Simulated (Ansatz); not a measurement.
Take TiB2 (space group P6/mmm, No. 191; a = 3.017 Å, c = 3.185 Å) as the base. Axes: x lies along a and z along c of the hexagonal cell.

All numbers come from PBEsol (Ansatz, a first-principles code; PAW; 420 eV plane waves; spin-orbit coupling left out).

Strains are applied to the cell and any free atomic positions relax.

One change was made to it. Results:

```csv
quantity,base,after
energy relative to the base (free energy F),0 meV/atom,+1.7 meV/atom
"pressure (mean of the normal stresses, compression positive)",0.0 GPa,-2.8 GPa
shortest interatomic distance,174.2 pm,174.4 pm
```

Task: Which of these changes matches the shifts?
A. uniaxial strain ε_xx = +0.50 %
B. uniaxial strain ε_xx = +1.00 %
C. uniaxial strain ε_xx = −3.00 %
D. uniaxial strain ε_xx = −1.50 %

Result: B, uniaxial strain ε_xx = +1.00 %. For comparison, the energy relative to the base in the other runs: uniaxial strain ε_xx = −3.00 % gives +17 meV/atom; uniaxial strain ε_xx = −1.50 % gives +4.1 meV/atom; uniaxial strain ε_xx = +0.50 % gives +0.4 meV/atom.

A case with no gap was solved on a k-mesh chosen for an insulator, which is coarse for it. Without a gap, meshes like the base's 13×13×10 leave anisotropic stresses uncertain by several tenths of a GPa, and small strain energies with them. No phonon test of stability was made. The final runs are not spin-polarised.
